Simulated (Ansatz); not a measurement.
The parent structure is GaN in the CsCl type structure (space group Pm-3m, No. 221; a = 2.743 Å; a hypothetical phase, not in the database extracts checked; relaxed with 0.1 eV smearing). Axes: x, y, z lie along the cube axes.

(Cell as relaxed with PBE.)

Levels (all Ansatz, a first-principles code, PAW): PBE (420 eV, no spin-orbit coupling); PBEsol (420 eV, no spin-orbit coupling).

Each level relaxes its own structure.

```tsv
base	PBE	PBEsol
volume per atom	10.32 Å³	9.88 Å³
lattice parameter a	2.743 Å	2.703 Å
band gap	zero	zero
```

Modification: the cell is stretched by 2.71 % along z with no lateral relaxation, atoms relaxed at fixed cell.

```csv
quantity,PBE,PBEsol
energy relative to the base (free energy F),+6.0 meV/atom,+6.5 meV/atom
"pressure (mean of the normal stresses, compression positive)",-3.6 GPa,-4.1 GPa
shortest interatomic distance,2.397 Å,2.362 Å
```

PBE's energy relative to the base lies 0.5 meV/atom below PBEsol's; PBE's pressure lies 0.5 GPa above PBEsol's; PBE's shortest interatomic distance lies 0.035 Å above PBEsol's (1.5 %). Neither level is exact; PBEsol is the comparison here, not a measurement.

The cells carry an imposed strain or load. No phonon test of stability was made. The final runs are not spin-polarised.
